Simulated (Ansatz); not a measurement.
**Cu (I4/mmm): band-structure transport figures**

```yaml
crystal:
  lattice:
    - [0.00000, 1.76672, 1.82024]
    - [1.76672, 0.00000, 1.82024]
    - [1.76672, 1.76672, 0.00000]
  atoms:
    - { symbol: Cu, position: [0.00000, 0.00000, 0.00000] }
```

Method: PBEsol, rigid bands (plane waves, PAW, scalar-relativistic; Ansatz, a quantum-chemistry and plane-wave program). Condition of this run: uniaxial stress zz = -2 GPa (compression positive) (the target of the relaxation). Geometry: cell and atoms relaxed with PBEsol, then loaded as said.

| Property | Result |
|---|---|
| density of states at the Fermi level | 0.300 states/(eV·cell), both spins |
| bare Sommerfeld coefficient | 0.71 mJ/(mol of atoms·K²) |
| Drude plasma energy | 9.1 eV |
| root-mean-square Fermi velocity | 1.1e6 m/s |
| resistivity times τ | 6.0 ×10⁻²² Ω·m·s |
| resistivity times mean free path | 6.5 ×10⁻¹⁶ Ω·m² |

A metal at this level (no band gap); rigid bands, thermally averaged at 300 K, both spins. Spin-orbit coupling is left out. τ is one relaxation time for all states; the product of resistivity and mean free path takes one path for all states instead.
